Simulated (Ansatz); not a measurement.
For BaInHO2 (model structure, started from the SrVO2H type, P4/mmm, No. 123, 5 atoms in the cell), LDA (PAW; Ansatz, an electronic-structure program) gives:

```
Property                              Result
------------------------------  ------------
equilibrium lattice constant a       4.241 Å
lattice parameter c                  3.836 Å
bulk modulus                         114 GPa
cohesive energy                 4.90 eV/atom
band gap                             0.73 eV
```

Task: What does r²SCAN (Ansatz, plane waves, PAW) give for the same quantities?

Result: 
- lattice constant a: 4.297 Å (grows by 1.3 %)
- lattice parameter c: 3.919 Å (increases by 2.2 %)
- bulk modulus: 106 GPa (drops by 7.0 %)
- cohesive energy: 4.26 eV/atom (drops by 0.64 eV/atom)
- band gap: 1.31 eV (grows by 0.58 eV)

Changes are worked out from the printed values.

Unless a cell is named, each level is at its own relaxed cell (LDA 13.80, r²SCAN 14.47 Å³/atom).

Levels without +SOC leave out spin–orbit coupling, which shifts energies and cells of such heavy elements.

Levels without +SOC have no spin–orbit coupling; where heavier elements are present it shifts gaps, mostly down, and can invert bands. Density-functional gaps are differences of (generalised) Kohn–Sham levels.

Caveats: the bulk modulus is −V dP/dV from two relaxed cells at ±2 % in volume (LDA, r²SCAN). Ansatz's density-functional and Hartree–Fock values are scalar-relativistic unless marked +SOC, with PAW data made under PBE.

A model structure was made by putting elements into a prototype or built by hand; it is no filed structure, need not be a known phase, and can be a saddle point held by its symmetry.
